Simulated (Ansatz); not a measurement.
Results of PBEsol (PAW; Ansatz, a quantum-chemistry and plane-wave program) for fluorite AuAl₂.

Numerical settings: plane-wave cutoff 520 eV, 12×12×12 k mesh, Fermi–Dirac smearing 0.1 eV, perturbation theory, scalar-relativistic PAW data made under PBE.

The cell has the measured lattice parameters. Conventional cell: a = 6.0000 Å, b = 6.0000 Å, c = 6.0000 Å, α = 90.00°, β = 90.00°, γ = 90.00°.

```cif
data_Al2Au
_chemical_formula_sum 'Al2 Au1'
_space_group_name_H-M_alt 'P 1'
_space_group_IT_number 1
_cell_length_a 4.24264
_cell_length_b 4.24264
_cell_length_c 4.24264
_cell_angle_alpha 60.000
_cell_angle_beta 60.000
_cell_angle_gamma 60.000
loop_
_space_group_symop_operation_xyz
  'x, y, z'
loop_
_atom_site_label
_atom_site_type_symbol
_atom_site_fract_x
_atom_site_fract_y
_atom_site_fract_z
_atom_site_occupancy
Al1 Al 0.75000 0.75000 0.75000 1
Al2 Al 0.25000 0.25000 0.25000 1
Au1 Au 0.00000 0.00000 0.00000 1
```

Harmonic phonon frequencies (cm⁻¹; i marks an imaginary mode):

```
q point                         frequencies
-------  ----------------------------------
Γ             0 0 0 230 230 230 264 264 264
X         89 89 123 207 214 214 296 302 302
L         61 61 122 252 252 265 265 273 286
W        90 105 105 208 215 268 268 301 325
```

No imaginary mode appears at these points.

Note: the cell isn't this level's own, so it is under some stress, which shifts stiffness and frequencies.
